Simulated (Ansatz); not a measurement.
```yaml
crystal:
  lattice:
    - [16.00000, 0.00000, 0.00000]
    - [0.00000, 16.00000, 0.00000]
    - [0.00000, 0.00000, 3.78248]
  atoms:
    - { symbol: Li, position: [0.65415, 0.50000, 0.00000] }
    - { symbol: F, position: [0.61247, 0.61247, 0.00000] }
    - { symbol: Li, position: [0.50000, 0.65415, 0.00000] }
    - { symbol: F, position: [0.38753, 0.61247, 0.00000] }
    - { symbol: Li, position: [0.34585, 0.50000, 0.00000] }
    - { symbol: F, position: [0.38753, 0.38753, 0.00000] }
    - { symbol: Li, position: [0.50000, 0.34585, 0.00000] }
    - { symbol: F, position: [0.61247, 0.38753, 0.00000] }
    - { symbol: F, position: [0.65907, 0.50000, 0.50000] }
    - { symbol: Li, position: [0.60900, 0.60900, 0.50000] }
    - { symbol: F, position: [0.50000, 0.65907, 0.50000] }
    - { symbol: Li, position: [0.39100, 0.60900, 0.50000] }
    - { symbol: F, position: [0.34093, 0.50000, 0.50000] }
    - { symbol: Li, position: [0.39100, 0.39100, 0.50000] }
    - { symbol: F, position: [0.50000, 0.34093, 0.50000] }
    - { symbol: Li, position: [0.60900, 0.39100, 0.50000] }
```

These are PBE (plane waves to 420 eV, PAW; Ansatz, an electronic-structure program) values and carry that method's errors. Mesh 1×1×8. No spin polarisation. One-dimensional cell, images about 11 Å apart. A hypothetical model. Symmetry and one short period hold its shape; lower forms weren't sought.

### Question
Tabulate the two highest filled and two lowest empty levels along the axis, from the valence top.

### Answer
```csv
k (2π/c),v2 (eV),v1 (eV),c1 (eV),c2 (eV)
0.000,-0.27,-0.17,6.54,–
0.042,-0.27,-0.18,6.56,–
0.083,-0.28,-0.20,–,–
0.125,-0.24,-0.24,–,–
0.167,-0.20,-0.20,–,–
0.208,-0.16,-0.16,–,–
0.250,-0.13,-0.13,–,–
0.292,-0.12,-0.12,–,–
0.333,-0.13,-0.13,–,–
0.375,-0.10,-0.10,–,–
0.417,-0.04,-0.04,–,–
0.458,-0.01,-0.01,–,–
0.500,0.00,0.00,–,–
```
A dash stands for levels within 1 eV of the vacuum level or above it.
